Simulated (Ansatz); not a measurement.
Hf: energy against volume

Hf (hcp, P6_3/mmc, 21.607 Å³/atom and stress up to 0.01 GPa in the relaxed cell, c along z) under hydrostatic pressure, with the cell free. PBEsol in Ansatz, a plane-wave DFT program (PAW, default set), 420 eV, 17×17×9 Γ-centred mesh, Fermi-Dirac smearing 0.05 eV; ions are relaxed, or left where forces stay under 0.02 eV/Å, within the symmetry of each cell.

Here V stands for volume and E for E less E0.

| volume (Å³/atom) | E less E0 (meV/atom) | pressure (GPa) |
|---|---|---|
| 22.0029 | 2.52 | -2.00 |
| 21.8008 | 0.61 | -1.00 |
| 21.6065 | 0.00 | 0.00 |
| 21.4404 | 0.46 | 0.89 |
| 21.2219 | 2.49 | 2.10 |
| 20.8156 | 10.82 | 4.50 |
| 20.1342 | 39.28 | 9.00 |
| 19.3527 | ? | ? |

### Question
Using the third-order Birch-Murnaghan form, a cubic in V^(-2/3), estimate the missing E at V = 19.3527 from the other rows, showing the fit.

### Answer
With u = V^(-2/3) - 0.1302, the rows have u = -0.0028458, -0.0020599, -0.0012928, -0.0006279, 0.0002599, 0.0019521, 0.0049171. Least squares gives E = 1.727 + 2667.4·u + 1026097·u² - 3129559·u³. Residuals (row less fit): 0.002, -0.004, 0.000, 0.003, 0.000, -0.001, 0.000; standard error 0.003 (degrees of freedom: 3). Its minimum lies at u = -0.0012921, so V0 = (0.1289079)^(-3/2) = 21.61. There d²E/du² = 2076000 and d³E/du³ = -1.878e7, so B0 = (4/9) × 21.61^(-7/3) × 2076000 × 0.160218 = 114 GPa (the last factor turns the table's units into GPa), and B0' = 4 + (2/3) × 0.1289079 × (-1.878e7)/2076000 = 3.2. B0' rests on the cubic coefficient alone and has a standard error of 0.1 from these residuals. At the withheld row, u = 0.0085306, so E = 1.727 + 2667.4 × 0.0085306 + 1026097 × 0.0085306² - 3129559 × 0.0085306³ = 97.209 meV/atom. The calculation gives 97.33 meV/atom, 0.121 meV/atom above the prediction (0.1 % of the range of E in the table). The row lies outside the fitted rows, so this is an extrapolation. The scatter of the fitted rows lies at the last printed digit.

In a metal these values are sensitive to mesh and smearing; energies are taken to zero smearing, stresses follow the free energy. Other structures, which can take over under pressure, weren't tried. The same form fitted to the pressure column gives B0' = 3.3; series where the two differ by over 0.4 aren't shown. Rows are the converged runs of the series near zero and its far end, less any whose ions stayed unrelaxed beside relaxed ones; series whose fitted rows scatter by over a few per cent of the range, as at a crossing or softening among them, aren't shown in this form.
